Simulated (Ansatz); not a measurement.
## Na under a change: Na → K

The parent structure is Na in the bcc (W type) structure (space group Im-3m, No. 229; a = 4.2223 Å).

It is then changed as follows: every Na is replaced by K; the structure is relaxed again.

Computed with plane-wave PAW DFT at the r2SCAN level (Ansatz, an electronic-structure program, 500 eV), no spin-orbit coupling, earlier PAW set. k-mesh 12×12×12 (Γ-centred); smearing 0.05 eV (Fermi–Dirac), for the changed cell.

```tsv
quantity	base	changed	shift
volume per atom	37.64 Å³	76.31 Å³	+38.677 Å³
density	1.01 g/cm³	0.85 g/cm³	-0.16 g/cm³
space group	Im-3m (No. 229)	Im-3m (No. 229)	–
band gap	zero	zero	–
```

Cost of the whole job for the changed cell (relaxation, final SCF and bands): around 40 core-seconds (rough).

Stability against distortions was not tested.
